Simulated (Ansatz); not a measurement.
## Response to strain in CuI

Consider CuI in the zinc blende structure (space group F-43m, No. 216; a = 6.0228 Å).

Strains are applied to the cell and any free atomic positions relax.

Calculations: r2SCAN, PAW, 500 eV (Ansatz, a program for electronic structure; spin-orbit coupling left out).

| isotropic strain (%) | pressure (GPa) |
|---|---|
| 0 | 0.0 |
| 0.5 | -0.6 |
| 1 | -1.2 |
| 1.5 | ? |
| 2 | -2.2 |
| 2.5 | -2.7 |
| 3 | -3.1 |

Task: Fit P = P₀ − Bδ + Cδ² with δ = (1 + ε)³ − 1 to the rows shown and predict the withheld row.

Result: Least squares on the printed values gives P₀ = 0.0 GPa, B = 41.8 GPa, C = 89.7 GPa (largest residual 0.0 GPa); this predicts -1.7 GPa, and the run gives -1.7 GPa, in agreement.

Stability against distortions was not tested. The final runs are not spin-polarised.
